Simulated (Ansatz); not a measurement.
Worked example: self-consistent single point of Pt (Fm-3m, 1 atom in the cell) in Ansatz (a program for electronic structure).

Method of the run: PBEsol, default PAW files made with PBE (plane waves; Ansatz).

```yaml
crystal:
  lattice:
    - [0.00000, 1.95412, 1.95412]
    - [1.95412, 0.00000, 1.95412]
    - [1.95412, 1.95412, 0.00000]
  atoms:
    - { symbol: Pt, position: [0.00000, 0.00000, 0.00000] }
```

Reference input (self-consistent single point, DFT, PBEsol, plane waves, default PAW files made with PBE): basis.ecutwfc = 420 eV; kpoints.mp_grid.grid = 14 14 14; hamiltonian.xc = pbesol; hamiltonian.pseudopotentials = {kind: paw} (the program's default PAW files); scf.occupations.method = gaussian; scf.occupations.width = 0.1 eV. This run's input differs from it in these lines:

Ansatz 0.2 input:
```diff
@@ -8,3 +8,3 @@
 basis:
-  ecutwfc: 420.0
+  ecutwfc: 230.0
 kpoints:
```

Output, abridged:

```
SCF iter   1: F=—  HF=-12380.490946 eV  |F-HF|=—  |Δ(HF+E_count)|=         —  Δρ=7.56e-2  dr2=4.14e-1  ethr=1.77e-3  ⟨swp⟩=4.9  Hψ=6507  notcnv=0
all-band conjugate gradients solve this SCF's bands
preconditioner: auto → none
SCF iter   2: F=—  HF=-12380.351023 eV  |F-HF|=—  |Δ(HF+E_count)|=   1.40e-1  Δρ=3.66e-2  dr2=7.42e-2  ethr=1.77e-3  ⟨swp⟩=2.1  Hψ=2652  notcnv=0  defer=5
SCF iter   3: F=—  HF=-12380.320165 eV  |F-HF|=—  |Δ(HF+E_count)|=   3.09e-2  Δρ=4.26e-3  dr2=6.87e-4  ethr=4.12e-4  ⟨swp⟩=2.0  Hψ=2682  notcnv=0  defer=5
SCF iter   4: F=—  HF=-12380.320549 eV  |F-HF|=—  |Δ(HF+E_count)|=   3.84e-4  Δρ=6.71e-4  dr2=5.61e-5  ethr=3.82e-6  ⟨swp⟩=2.9  Hψ=2185  notcnv=0  defer=5
SCF iter   5: F=—  HF=-12380.320542 eV  |F-HF|=—  |Δ(HF+E_count)|=   7.04e-6  Δρ=5.25e-5  dr2=1.06e-7  ethr=3.12e-7  ⟨swp⟩=2.4  Hψ=2012  notcnv=0  defer=5
SCF iter   6: F=-12380.320542 eV  HF=-12380.320542 eV  |F-HF|=6.00e-11  |Δ(HF+E_count)|=   2.41e-8  Δρ=1.92e-6  dr2=2.57e-10  ethr=5.56e-10  ⟨swp⟩=3.5  Hψ=4051  notcnv=0
SCF 1 converged in 6 iterations: F = -12380.320542 eV  dr2 = 2.57e-10
Free energy (F): -12380.320542 eV
Internal energy: -12380.312960 eV  (E = F + TS)
E sigma→0 (E₀):  -12380.316751 eV
Entropy (-TS):   -0.007583 eV (-7.583 meV/atom)
Fermi energy:    23.629303 eV
--- Forces (eV/Å), atoms counted from 1 ---
  atom   1  Pt    -0.00000000     0.00000000     0.00000000
--- Stress (GPa, compression-positive) ---
       26.357722       0.000000       0.000000
        0.000000      26.357722       0.000000
        0.000000       0.000000      26.357722
  P = ⅓ Tr σ = 26.3577 GPa (263.577 kbar)
  The stress holds the Pulay correction. Without it, at fixed plane waves, as pw.x and ABINIT print it: P = -216.3016 GPa
```

The run converged in 6 iterations. Against the reference run the free energy goes up by 3.51 eV/atom and the pressure goes from 2.09 to 26.36 GPa.

The starting cell has typed, rounded lattice constants, without a prior relaxation at this level. Its lattice was rescaled by up to half a per cent. Spin polarisation is off. Ansatz's pressure includes its estimate of the finite-basis (Pulay) stress. Without the estimate this run gives -216.30 GPa. The cutoff lies below the one recommended for these files.
